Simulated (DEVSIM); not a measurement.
System: TaN/Al2O3/SiO2/p-Si capacitor, at 400 K.

```tsv
layer (left to right)	material	thickness (nm)	Na (cm⁻³)
1	Al2O3	14.0	-
2	SiO2	0.990	-
3	Si	2400	5.9e16
```

Metal gate on the left, work function 4.4 eV. Fixed charge at the semiconductor interface 1.4e10 cm⁻² (in units of +e); no interface traps.

Constants are typed, rounded textbook-type inputs, not results; the design itself was drawn at random and stands for no fabricated device. Values at 300 K; Nc and Nv go as T^1.5, mobilities as T to minus their exponent, the gap by Varshni's rule with the affinity fixed.

| parameter | Al2O3 | SiO2 | Si |
|---|---|---|---|
| gap (eV) | 6.8 | 9 | 1.124 |
| affinity (eV) | 1.35 | 0.9 | 4.05 |
| permittivity | 9 | 3.9 | 11.7 |
| Nc (cm⁻³) | - | - | 2.86e19 |
| Nv (cm⁻³) | - | - | 3.1e19 |
| Varshni α (eV/K) | - | - | 0.000473 |
| Varshni β (K) | - | - | 636 |

Model (solved in DEVSIM): 1D Poisson equation in equilibrium, Boltzmann statistics, complete ionisation; no quantum confinement or tunnelling. Metal contacts follow the ideal Schottky-Mott rule: no Fermi-level pinning, no interface dipoles.

The temperature was swept, all else fixed.

```tsv
temperature (K)	threshold voltage (band bending 2φF) (V)	flat-band voltage (V)	minimum of the low-frequency capacitance (μF/cm²)
250	___	-0.66	___
300	0.44	-0.62	0.0739
350	0.39	-0.57	0.0805
400	0.35	-0.52	0.0855
450	0.29	-0.47	0.0956
500	0.24	-0.42	0.106
```

Problem. What belongs in the gaps?

Solution. 
- 250, threshold voltage (band bending 2φF) (V): 0.49
- 250, minimum of the low-frequency capacitance (μF/cm²): 0.0701
